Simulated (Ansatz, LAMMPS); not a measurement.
Si well of 8 atomic layers along [001] in random Si0.5Ge0.5, Ge share that oscillates in the well. Cell 16.85 × 16.85 × 44.46 Å, Si353Ge223, 576 atoms. Prepared with Tersoff's 1989 multicomponent potential (SiCGe.tersoff) (LAMMPS): minimisation. 

Basis: localised support functions (accuracy medium) on a full density matrix. k-points: zone centre alone; occupations: Fermi-Dirac, 0.010 eV; spin polarisation not allowed. Scalar-relativistic, no spin-orbit coupling.

Predict the gap and bonding from PBE, support functions at accuracy medium on the grid of 370 eV (Ansatz, a quantum-chemistry and plane-wave program).


Kohn-Sham gap of the cell on its k-mesh: 0.30 eV
weight of the highest filled level on the well: 0.22
weight of the lowest empty level on the well: 0.87
coordination (neighbours within 2.872 Å): 100.0 % 4-fold
Ge-Ge bonds, mean ± spread: 2.478 ± 0.008 Å
Ge-Si bonds, mean ± spread: 2.432 ± 0.009 Å
Si-Si bonds, mean ± spread: 2.391 ± 0.009 Å
bond angles, mean ± spread: 109.5° ± 1.3°
pressure: -0.98 GPa
